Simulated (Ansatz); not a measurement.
## RhSb3, response to strain

The parent structure is RhSb$_{3}$ (space group Im-3, No. 204).

```xyz
16
Lattice="-4.6239 4.6239 4.6239 4.6239 -4.6239 4.6239 4.6239 4.6239 -4.6239" Properties=species:S:1:pos:R:3 pbc="T T T"
Sb     3.1405     1.4339     0.0000
Sb     1.4834     3.1900     4.6239
Sb    -1.4834     3.1900     4.6239
Sb     6.1073     1.4339     0.0000
Sb     0.0000     3.1405     1.4339
Sb     4.6239     1.4834     3.1900
Sb     4.6239    -1.4834     3.1900
Sb     0.0000     6.1073     1.4339
Sb     1.4339     0.0000     3.1405
Sb     3.1900     4.6239     1.4834
Sb     3.1900     4.6239    -1.4834
Sb     1.4339     0.0000     6.1073
Rh     2.3119     2.3119     2.3119
Rh     2.3119     2.3119    -2.3119
Rh    -2.3119     2.3119     2.3119
Rh     2.3119    -2.3119     2.3119
```

Cartesian axes are those of the cell as printed.

Strains are applied to the cell and any free atomic positions relax; under biaxial strain the out-of-plane vector relaxes too; under stress the whole cell relaxes.

Calculations: PBEsol (Ansatz, a quantum-chemistry and plane-wave program), scalar-relativistic without spin-orbit coupling.

Notes on the quantities. energy relative to the base: free energy F; pressure: mean of the normal stresses, compression positive.

```json
[
 {"case": "base", "volume per atom": "24.71 Å³", "energy relative to the base": "0 meV/atom", "pressure": "0.0 GPa", "space group": "Im-3 (No. 204)"},
 {"case": "biaxial strain +2.93 %, plane normal [001], relaxed out of plane", "volume per atom": "25.79 Å³", "energy relative to the base": "+27 meV/atom", "pressure": "-3.7 GPa", "space group": "Immm (No. 71)"},
 {"case": "biaxial strain +4.70 %, plane normal [001], relaxed out of plane", "volume per atom": "26.45 Å³", "energy relative to the base": "+65 meV/atom", "pressure": "-5.4 GPa", "space group": "Immm (No. 71)"},
 {"case": "isotropic strain +1.40 %", "volume per atom": "25.77 Å³", "energy relative to the base": "+13 meV/atom", "pressure": "-3.8 GPa", "space group": "Im-3 (No. 204)"},
 {"case": "uniaxial stress, 2 GPa compression along x", "volume per atom": "24.56 Å³", "energy relative to the base": "+1.8 meV/atom", "pressure": "–", "space group": "Immm (No. 71)"}
]
```

Stability under load was not tested beyond the relaxation. All final runs are without spin polarisation.
